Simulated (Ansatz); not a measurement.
SnSe (model structure, within 0.1 Å of Fm-3m, No. 225, 6 atoms in the cell) was calculated with PBEsol+SOC in Ansatz (PAW).

Numerical settings: plane-wave cutoff 520 eV, 18×18×6 k mesh (along the axes of the cell as run), Fermi–Dirac smearing 0.05 eV, PAW data made under PBE.

Cell (relaxed with PBEsol):

SnSe is modelled in the cubic space group Fm-3m (No. 225), the rock salt structure, Pearson symbol cF8. Conventional cell: a = b = c = 5.950 Å, α = β = γ = 90.00°. Sn on 4a is coordinated by 6 Se at 2.975 Å (octahedral). Se on 4b sees 6 Sn at 2.975 Å (octahedral). (Neighbours: up to the widest gap in distance over summed covalent radii, below 1.35, at either atom; cation-cation and far metal-metal contacts left out.)
(The calculation used a cell of 6 atoms; values per cell refer to that cell.)

**Question.** Predict the band gap and Γ–Γ gap.

**Answer.** 
- band gap = 0.24 eV (on the SCF k mesh)
- Γ–Γ gap = 1.89 eV

The computed numbers hold no vibrational or temperature effects.

A model structure was made by putting elements into a prototype or built by hand; it is no filed structure, need not be a known phase, and can be a saddle point held by its symmetry.

Ansatz is a first-principles code.
